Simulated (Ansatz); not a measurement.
Amorphous In9Ga9Zn9O35F2

A CHGNet melt-quench gave the starting glass, which DFT then relaxed. O and F atoms were pushed apart under 1.9 Å during the dynamics, to hinder bonds among them. The hot cell started wider than the set density and was brought back towards it in steps. It is the lowest in DFT energy of 2 quenches. It is a model cell: composition and starting density were chosen by hand, and all elements were melted together. No dispersion term was used.

Methods: PBE, scalar-relativistic without spin-orbit coupling (Ansatz, a quantum-chemistry and plane-wave program); r2SCAN, scalar-relativistic without spin-orbit coupling (Ansatz); HSE06, scalar-relativistic without spin-orbit coupling (Ansatz). Geometry, pressure, stress and energy are those of the PBE run. Its sampling: a 2×2×2 Γ-centred mesh; Fermi-Dirac width 0.02 eV; no spin polarisation. Other functionals are single points at the zone centre (r2SCAN at 500 eV; exact exchange cut at the cell's faces), free to take moments where seeds were set. At PBE the levels at the filled edge of the gap are localised (band-tail or defect states), and the nearest spread-out levels lie 0.9 eV apart at the zone centre.

The number of atoms in the cell comes out as 64 and the density (volume relaxed, without dispersion) is 5.72 g/cm³. The volume per atom is 12.91 Å³, the pressure on a 2×2×2 Γ-centred mesh is 0.13 GPa and the largest force and stress component on that mesh (the relaxation ran on the zone centre alone) comes out as 0.07 eV/Å and 1.6 GPa. The level gap on a 2×2×2 Γ-centred mesh (PBE) comes out as 0.58 eV and the level gap at the zone centre (PBE) is 0.59 eV. The level gap at the zone centre (r2SCAN) is 1.03 eV and the level gap at the zone centre (HSE06) is 2.13 eV.

Neighbours within In-In 3.12 Å, In-Ga 2.90 Å, In-Zn 2.90 Å, In-O 2.66 Å, In-F 2.39 Å, Ga-Ga 2.68 Å, Ga-Zn 2.68 Å, Ga-O 2.32 Å, Ga-F 2.15 Å, Zn-Zn 2.68 Å, Zn-O 2.48 Å, Zn-F 2.15 Å, O-O 1.58 Å, O-F 1.48 Å, F-F 1.37 Å count as bonded. Two cations that share two anions don't count as bonded, nor two that share one unless they lie closer than In-In 3.04 Å, In-Ga 2.82 Å, In-Zn 2.82 Å, Ga-Ga 2.61 Å, Ga-Zn 2.61 Å, Zn-Zn 2.61 Å.

The mean coordination of In by anions is 5.44 (5 with 5, 4 with 6). The mean coordination of Ga by anions is 4.11 (8 with 4, 1 with 5) and the mean coordination of Zn by anions comes out as 4.22 (1 with 3, 5 with 4, 3 with 5). The mean coordination of O is 3.43 (20 with 3, 15 with 4). The mean coordination of F comes out as 2.00 (2 with 2). The mean In-O bond is 2.198 Å (spread 0.100 Å, 45 counted) and the mean Zn-O bond is 2.045 Å (spread 0.121 Å, 38 counted).

Its density started from a set value of 5.84 g/cm³. The quench (nominally 260 K/ps over its main leg) was far faster than any real one, so the model tends to hold more defects than a real film. One small periodic cell is one sample of the glass; other quenches scatter about these values. The volume was free in the relaxation, at fixed shape. Stress components on the final sampling reach 1.6 GPa.
